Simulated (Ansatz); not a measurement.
Adsorption energy and surface dipole of N on the 1x1 (110) surface of 3C silicon carbide (cut with top plane C + Si), one in a 2x2 cell, started at the site 'top C', worked from the runs' numbers; total energies count from the potentials' own zero.

Host crystal: 3C silicon carbide, with a band gap (PBE, scalar-relativistic without spin-orbit coupling).

The numbers are results of PBE (plane waves to 420 eV, PAW; Ansatz, a quantum-chemistry and plane-wave program), not measurements.

Model: 49-atom slab, 7.7 Å thick at the start under the adsorbate (thin: gaps and levels are the slab's own), 3x3x1 mesh, Fermi-Dirac 0.01 eV, dipole correction, 24 atoms held, the rest relaxed; held to the start's symmetry, so lower structures may exist; spin-polarised, ending with about 1.0 μB a cell; orders that need a larger cell were not tried, no spin-orbit, no U, no dispersion correction. At the end it is bonded to C + 2 Si. In PBE it is, or lies within 0.03 eV of, the lowest of the starts that converged.

```
quantity                                                            value
----------------------------------------------------------  -------------
slab with the adsorbate                                     -21655.473 eV
clean slab, same cell and mesh                              -21272.177 eV
reference, ½ N2(g)                                            -384.013 eV
area of the cell                                                 54.26 Å²
change of the step from the bottom to the top vacuum level       0.046 eV
```

**Question.** What is the adsorption energy against this reference?

**Answer.** E(slab + adsorbate) − E(slab) − E(reference) = 0.72 eV, so in this state the adsorbate is less stable than in the reference, at a coverage of 1.84 a nm².
